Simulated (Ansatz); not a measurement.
Substrate model: Si(111) 1x1 surface, 6 top atoms, 3 bilayers, bottom bilayer H-capped and fixed, every top atom capped by Cl; cell 11.5 x 6.6 Å; about 7 Å thick over the host's atoms, 18 atoms held. Method: PBE-D3(BJ) (plane waves to 420 eV, PAW; Ansatz, a program for electronic structure). k mesh 1 x 2 x 1. The slab states were run without spin polarisation. Results hold for this slab, coverage and mesh. All energies are electronic energies at 0 K, without vibrations. Each state was relaxed from one prepared geometry.

End state of this step: H2O displaces the surface Cl, which leaves as HCl. Atoms near the product:

```
atom    x (Å)   y (Å)   z (Å)
------  -----  ------  ------
Si(17)  5.729   3.358   9.549
Cl(30)  3.920  -0.088  11.577
Cl(31)  6.492   2.308  14.094
Cl(46)  7.657  -0.014  11.577
Cl(47)  9.533   3.338  11.590
O(a0)   5.657   3.375  11.222
H(a1)   6.274   2.563  12.834
H(a2)   5.268   4.177  11.616
```

Question: What energy does it take to move HCl into the gas, one a cell, with the surface relaxed behind it, and what are its closest contacts before it leaves?

Answer: 0.27 eV. Its closest contacts to the rest of the cell: H(a1)...O(a0) 1.91 Å, H(a1)...H(a2) 2.26 Å, Cl(31)...O(a0) 3.18 Å.
